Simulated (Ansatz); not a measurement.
**Fe11Si5 (Pm-3m, No. 221, 16 atoms in the cell; start mp-19800)**

These are r²SCAN+rVV10 in Ansatz (PAW) values and carry that method's errors.

Run with plane-wave cutoff 500 eV, 8×8×8 k mesh, Fermi–Dirac smearing 0.05 eV, spin-polarised start, scalar-relativistic PAW data made under PBE.

Cell (relaxed at this level):

Space group Pm-3m (No. 221); a = b = c = 5.524 Å, α = β = γ = 90.00°

| atom | site | symmetry | x | y | z |
|---|---|---|---|---|---|
| Fe | 8g | .3m | 0.2528 | 0.2528 | 0.2528 |
| Fe | 3d | 4/mm.m | 0.0000 | 0.0000 | 0.5000 |
| Si | 1b | m-3m | 0.5000 | 0.5000 | 0.5000 |
| Si | 3c | 4/mm.m | 0.0000 | 0.5000 | 0.5000 |
| Si | 1a | m-3m | 0.0000 | 0.0000 | 0.0000 |

```
Quantity  Result
--------  ------
band gap    none
```

Note: the magnetic order was assumed, not searched for or taken from measurement; a magnet's gap depends somewhat on the PAW data; the relaxation could not lower the start's symmetry, so the cell can be a saddle point above a distorted one.

The computed numbers hold no vibrational or temperature effects.

A start named mp-… is a Materials Project structure, which need not be a measured phase.

Ansatz is a quantum-chemistry and plane-wave program.
